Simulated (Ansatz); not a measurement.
**Zr: pressure series**

The parent structure is Zr in the hcp (Mg type) structure (space group P6_3/mmc, No. 194; a = 3.232 Å, c = 5.174 Å).

Cell and atoms are relaxed at each pressure.

The values are results of PBE (Ansatz, an electronic-structure program; PAW; 420 eV plane waves; spin-orbit coupling left out), earlier PAW set, not measurements.

Notes on the quantities. enthalpy: H = E + PV relative to the base's energy.

```csv
variant,c/a ratio,enthalpy,shortest interatomic distance
base,1.601,–,318.9 pm
pressure −2 GPa,___,-0.30 eV/atom,321.2 pm
pressure −1 GPa,1.600,-0.15 eV/atom,320.0 pm
pressure 1.8 GPa,1.603,+0.26 eV/atom,317.1 pm
pressure 4.2 GPa,1.606,+0.60 eV/atom,___
pressure 9 GPa,1.615,+1.26 eV/atom,311.0 pm
pressure 18 GPa,1.635,+2.42 eV/atom,___
pressure 30 GPa,1.671,+3.87 eV/atom,295.1 pm
pressure 45 GPa,1.719,+5.54 eV/atom,284.8 pm
pressure 60 GPa,1.761,+7.10 eV/atom,276.5 pm
```

Task: What belongs in the blanks?

Result: 
- pressure −2 GPa, c/a ratio: 1.599
- pressure 4.2 GPa, shortest interatomic distance: 314.9 pm
- pressure 18 GPa, shortest interatomic distance: 305.0 pm

Load acts through the strain it causes; cell and atoms are relaxed under it. Stability against distortions was not tested. The final runs are not spin-polarised. Measured, Zr leaves this structure (for the ω phase) near 3 GPa (temperature not stated; as listed in C. Cazorla, D. Alfè, M. J. Gillan, Physical Review B (2008)).
